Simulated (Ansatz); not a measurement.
Take AgCl in the rock salt structure (space group Fm-3m, No. 225) as the base.

```xyz
2
Lattice="0.0000 2.8057 2.8057 2.8057 0.0000 2.8057 2.8057 2.8057 0.0000" Properties=species:S:1:pos:R:3 pbc="T T T"
Ag     0.0000     0.0000     0.0000
Cl     2.8057     2.8057     2.8057
```

All numbers come from PBE (Ansatz, a quantum-chemistry and plane-wave program), without spin-orbit coupling.

Base values:

The valley order is Γ 0.92 eV; X along ⟨100⟩ 2.43 eV and the electron mass is 0.27 mₑ (at Γ).

It is then changed as follows: cell and atoms relaxed at a pressure of 0.9 GPa.

**Question.** How does this affect the valley order?

**Answer.** The valley order (the lowest conduction-band minima on the path, energy above the VBM, named in the base's zone) becomes Γ 0.92 eV; X along ⟨100⟩ 2.40 eV (base: Γ 0.92 eV; X along ⟨100⟩ 2.43 eV).

**Question.** Estimate the effect on the electron mass.

**Answer.** The electron mass is still 0.27 mₑ (at Γ).

The levels and masses belong to the bands next to the band gap. Load acts through the strain it causes; cell and atoms are relaxed under it. Effective masses come from finite differences of ±0.01 Å⁻¹. No phonon test of stability was made.
